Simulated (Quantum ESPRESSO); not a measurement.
Input and output of a self-consistent single point for La₄Sb₃ (I-43d, 14 atoms in the cell) (Quantum ESPRESSO).

Computed with LDA (PZ), GBRV 1.5 ultrasoft (LDA) pseudopotentials (plane waves; Quantum ESPRESSO).

```yaml
crystal:
  lattice:
    - [4.94677, 4.94677, 4.94677]
    - [-4.94677, 4.94677, 4.94677]
    - [-4.94677, -4.94677, 4.94677]
  atoms:
    - { symbol: La, position: [0.50000, 0.00000, 0.64070] }
    - { symbol: La, position: [0.00000, 0.85930, 0.50000] }
    - { symbol: La, position: [0.85930, 0.14070, 0.85930] }
    - { symbol: La, position: [0.14070, 0.50000, 0.00000] }
    - { symbol: La, position: [0.00000, 0.35930, 0.50000] }
    - { symbol: La, position: [0.50000, 0.00000, 0.14070] }
    - { symbol: La, position: [0.64070, 0.50000, 0.00000] }
    - { symbol: La, position: [0.35930, 0.64070, 0.35930] }
    - { symbol: Sb, position: [0.12500, 0.12500, 0.25000] }
    - { symbol: Sb, position: [0.37500, 0.37500, 0.75000] }
    - { symbol: Sb, position: [0.25000, 0.87500, 0.87500] }
    - { symbol: Sb, position: [0.75000, 0.62500, 0.62500] }
    - { symbol: Sb, position: [0.87500, 0.75000, 0.12500] }
    - { symbol: Sb, position: [0.62500, 0.25000, 0.37500] }
```

Reference input (self-consistent single point, DFT, LDA (PZ), plane waves, GBRV 1.5 ultrasoft (LDA) pseudopotentials): ecutwfc = 40 Ry; ecutrho = 200 Ry; occupations = smearing; smearing = cold; degauss = 0.019992 Ry; potentials = {La: la_lda_v1.uspp.F.UPF, Sb: sb_lda_v1.4.uspp.F.UPF}; K_POINTS = automatic 4 4 4 1 1 1; conv_thr = 1e-10 Ry; mixing_beta = 0.4. This run's input differs from it in these lines:

```diff
@@ -18,3 +18,3 @@
     smearing = 'cold'
-    degauss = 0.019992
+    degauss = 0.02205
 /
@@ -43,3 +43,3 @@
 K_POINTS automatic
-4 4 4  1 1 1
+5 5 5  1 1 1
```

Log, with long lists cut:

```
     Self-consistent Calculation

     iteration #  1     ecut=    40.00 Ry     beta= 0.40

---- Real-time Memory Report at c_bands before calling an iterative solver
          1448 MiB given to the printing process from OS
           428 MiB allocation reported by mallinfo(arena+hblkhd)
------------------

     negative rho (up, down):  6.290E-01 0.000E+00

     total energy              =   -1926.03074847 Ry
     estimated scf accuracy    <       2.12323088 Ry

     iteration #  2     ecut=    40.00 Ry     beta= 0.40

---- Real-time Memory Report at c_bands before calling an iterative solver
   [... lines left out ...]
          1818 MiB given to the printing process from OS
           481 MiB allocation reported by mallinfo(arena+hblkhd)
------------------

     negative rho (up, down):  4.968E-01 0.000E+00

     total energy              =   -1926.22124414 Ry
     estimated scf accuracy    <          3.2E-10 Ry

     iteration # 13     ecut=    40.00 Ry     beta= 0.40

---- Real-time Memory Report at c_bands before calling an iterative solver
          1818 MiB given to the printing process from OS
           481 MiB allocation reported by mallinfo(arena+hblkhd)
------------------

     negative rho (up, down):  4.968E-01 0.000E+00
     End of self-consistent calculation

     the Fermi energy is    10.4522 ev

!    total energy              =   -1926.22124414 Ry
     estimated scf accuracy    <          1.6E-11 Ry
     smearing contrib. (-TS)   =      -0.01756037 Ry
     internal energy E=F+TS    =   -1926.20368377 Ry

     convergence has been achieved in  13 iterations

     negative rho (up, down):  4.968E-01 0.000E+00

     Forces acting on atoms (cartesian axes, Ry/au):

     atom    1 type  1   force =     0.00241092    0.00241092   -0.00241092
     atom    2 type  1   force =    -0.00241092    0.00241092    0.00241092
     atom    3 type  1   force =     0.00241092   -0.00241092    0.00241092
     atom    4 type  1   force =    -0.00241092   -0.00241092   -0.00241092
     atom    5 type  1   force =    -0.00241092    0.00241092    0.00241092
   [... lines left out ...]
     Total force =     0.011811     Total SCF correction =     0.000003
   [... lines left out ...]

     negative rho (up, down):  4.968E-01 0.000E+00
          total   stress  (Ry/bohr**3)                   (kbar)     P=      -62.06
  -0.00042189   0.00000000  -0.00000000          -62.06        0.00       -0.00
   0.00000000  -0.00042189   0.00000000            0.00      -62.06        0.00
  -0.00000000   0.00000000  -0.00042189           -0.00        0.00      -62.06

   JOB DONE.
```

The run converged in 13 iterations. Against the reference run the free energy goes down by 1.5 meV/atom, the pressure moves little (-6.23 to -6.21 GPa) and the largest force moves little (0.106 to 0.107 eV/Å). The full log also holds: “c_bands:  3 eigenvalues not converged”.

The starting cell comes from a database of computed structures (which also holds hypothetical and non-ambient phases and stackings), without a prior relaxation at this level. Its lattice was rescaled by a random factor within 2.5 % of one. Spin-orbit coupling is off. With a pressure of about -6 GPa the cell is away from its equilibrium volume at this level.

Cost on one core of a shared machine: roughly 10 min.
